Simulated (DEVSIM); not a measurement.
Structure: Pd/AlN/n-Ge capacitor, at 300 K.

| layer (left to right) | material | thickness (nm) | Nd (cm⁻³) |
|---|---|---|---|
| 1 | AlN | 13.0 | - |
| 2 | Ge | 12000 | 2.6e15 |

Metal gate on the left, work function 5.2 eV. Fixed charge at the semiconductor interface 0 cm⁻² (in units of +e); interface traps 1e10 cm⁻² eV⁻¹, uniform in energy, neutral level at 0.7 of the gap above the valence band.

This is a model device: material constants are rounded textbook-type values typed into the input, and sizes, dopings and lifetimes were drawn at random. Values at 300 K.

| parameter | AlN | Ge |
|---|---|---|
| gap (eV) | 6.1 | 0.664 |
| affinity (eV) | 1.9 | 4 |
| permittivity | 8.5 | 16 |
| Nc (cm⁻³) | - | 1.04e19 |
| Nv (cm⁻³) | - | 6e18 |

DEVSIM, 1D Poisson equation in equilibrium, Boltzmann statistics, complete ionisation; no quantum confinement or tunnelling. Metal contacts follow the ideal Schottky-Mott rule: no Fermi-level pinning, no interface dipoles.

Tabulate band edges, carrier densities and field at 1.8 V on the gate.

Energies count from the Fermi level of the right contact; mesh points crowd at the junctions.

| x (μm) | Ec (eV) | Ev (eV) | n (cm⁻³) | p (cm⁻³) | field (V/cm) |
|---|---|---|---|---|---|
| 0.000 | 1.500 | -4.600 | < 1e2 | < 1e2 | 460000 |
| 0.001585 | 1.573 | -4.527 | < 1e2 | < 1e2 | 460000 |
| 0.005115 | 1.736 | -4.364 | < 1e2 | < 1e2 | 460000 |
| 0.009872 | 1.956 | -4.144 | < 1e2 | < 1e2 | 460000 |
| 0.01279 | 2.091 | -4.009 | < 1e2 | < 1e2 | 460000 |
| 0.01429 | 0.025 | -0.639 | 3.9e18 | 1.1e8 | 150000 |
| 0.01795 | 0.063 | -0.601 | 9.2e17 | 4.7e8 | 73000 |
| 0.03324 | 0.121 | -0.543 | 9.6e16 | 4.6e9 | 22000 |
| 0.06529 | 0.163 | -0.501 | 1.9e16 | 2.3e10 | 8100 |
| 0.1499 | 0.198 | -0.466 | 5.0e15 | 8.8e10 | 2000 |
| 0.3566 | 0.213 | -0.451 | 2.8e15 | 1.6e11 | 180 |
| 1.220 | 0.214 | -0.450 | 2.6e15 | 1.7e11 | ≈ 0 |
| 3.030 | 0.214 | -0.450 | 2.6e15 | 1.7e11 | ≈ 0 |
| 7.117 | 0.214 | -0.450 | 2.6e15 | 1.7e11 | ≈ 0 |
| 10.62 | 0.214 | -0.450 | 2.6e15 | 1.7e11 | ≈ 0 |
| 11.46 | 0.214 | -0.450 | 2.6e15 | 1.7e11 | ≈ 0 |
| 11.80 | 0.214 | -0.450 | 2.6e15 | 1.7e11 | ≈ 0 |
| 11.93 | 0.214 | -0.450 | 2.6e15 | 1.7e11 | ≈ 0 |
| 11.99 | 0.214 | -0.450 | 2.6e15 | 1.7e11 | ≈ 0 |
| 12.00 | 0.214 | -0.450 | 2.6e15 | 1.7e11 | ≈ 0 |
| 12.01 | 0.214 | -0.450 | 2.6e15 | 1.7e11 | ≈ 0 |
| 12.01 | 0.214 | -0.450 | 2.6e15 | 1.7e11 | ≈ 0 |
